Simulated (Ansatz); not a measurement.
The parent structure is NaI in the rock salt structure (space group Fm-3m, No. 225; a = 6.460 Å).

Computed with r2SCAN (Ansatz, an electronic-structure program, PAW, no spin-orbit coupling).

One change was made to it. Results:

```json
[
 {"quantity": "gap character", "base": "direct at Γ", "after": "indirect, Γ → X"},
 {"quantity": "electron mass", "base": "0.28 mₑ (at Γ)", "after": "1.1 mₑ along k, 0.19 mₑ across (at X)"},
 {"quantity": "band gap", "base": "4.45 eV", "after": "2.94 eV"},
 {"quantity": "width of the top valence band", "base": "0.94 eV", "after": "3.44 eV"},
 {"quantity": "lattice parameter a", "base": "6.460 Å", "after": "5.030 Å"}
]
```

### Question
What was done to the base?
(A) pressure −1 GPa
(B) pressure 75 GPa
(C) pressure 7 GPa

### Answer
B, pressure 75 GPa. For comparison, the band gap in the other runs: pressure 7 GPa gives 5.34 eV; pressure −1 GPa gives 4.25 eV.

Spin-orbit coupling, missing from the scalar runs, can matter with I. Load acts through the strain it causes; cell and atoms are relaxed under it. Masses are band curvatures over ±0.01 Å⁻¹ around the edge. Along k means along the line from Γ to the band edge. Whether these cells are dynamically stable was not tested. No other phases were tried under pressure.
